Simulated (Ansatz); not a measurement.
Base system: Sn in the diamond structure (space group Fd-3m, No. 227; a = 6.540 Å; relaxed with 0.1 eV smearing). Axes: x, y, z lie along the cube axes.

Structures relaxed with Kohn–Sham DFT with the PBEsol functional, run in Ansatz (a quantum-chemistry and plane-wave program) with PAW and 420 eV plane waves, without spin-orbit coupling.

Base:

Simulated powder pattern, Mo Kα, λ = 0.71073 Å (kinematic, ideal powder, no thermal factors, no anomalous dispersion; the 10 strongest lines at most, above 2 %, up to 2θ = 40°):

```
2θ (°)  I/Imax (%)    hkl
------  ----------  -----
10.80          100  (111)
17.68           87  (220)
20.76           56  (311)
25.11           16  (400)
27.40           25  (331)
30.88           34  (422)
32.80           18  (511)
35.80           10  (440)
37.50           18  (531)
```

It is then changed as follows: a pure shear with ε_xy = ε_yx = 0.0086, atoms relaxed at fixed cell.

After the change:

Simulated powder pattern, Mo Kα, λ = 0.71073 Å (kinematic, ideal powder, no thermal factors, no anomalous dispersion; the 10 strongest lines at most, above 2 %, up to 2θ = 40°):

| 2θ (°) | I/Imax (%) | hkl |
|---|---|---|
| 10.74 | 86 | (111) |
| 10.86 | 87 | (1 -1 1) |
| 17.53 | 26 | (220) |
| 17.68 | 100 | (202) |
| 17.84 | 24 | (2 -2 0) |
| 20.67 | 33 | (311) |
| 20.86 | 31 | (3 -1 1) |
| 25.11 | 28 | (400) |
| 30.70 | 20 | (422) |
| 31.06 | 19 | (4 -2 2) |

The indices refer to the base's conventional cell; one index is shown for lines that coincide. The space group is now Imma (No. 74).

The cells carry an imposed strain or load. Whether these cells are dynamically stable was not tested.
